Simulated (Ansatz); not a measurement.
System: 1T (CdI2-type) CaI2. Method: r²SCAN+SOC (PAW; Ansatz, a first-principles code).

Run with plane-wave cutoff 560 eV, 12×12×6 k mesh (along the axes of the cell as run), Fermi–Dirac smearing 0.01 eV, PAW data made under PBE.

Cell (measured lattice):

```xyz
3
Lattice="4.4800 0.0000 0.0000 -2.2400 3.8798 0.0000 0.0000 0.0000 6.9600" Properties=species:S:1:pos:R:3 pbc="T T T"
Ca     0.0000     0.0000     0.0000
I      0.0000     2.5865     1.7400
I      2.2400     1.2933     5.2200
```

Problem. What does this level give for the band gap, smallest direct gap on the k points sampled and direct gap at Γ?

Solution. 
band gap: 3.70 eV (indirect)
smallest direct gap on the k points sampled: 4.50 eV
direct gap at Γ: 4.59 eV

Note: cell and atoms aren't relaxed at this level (largest force component 0.11 eV/Å, pressure 0.9 GPa).

Computing time: about 12 core-minutes (a rough figure).
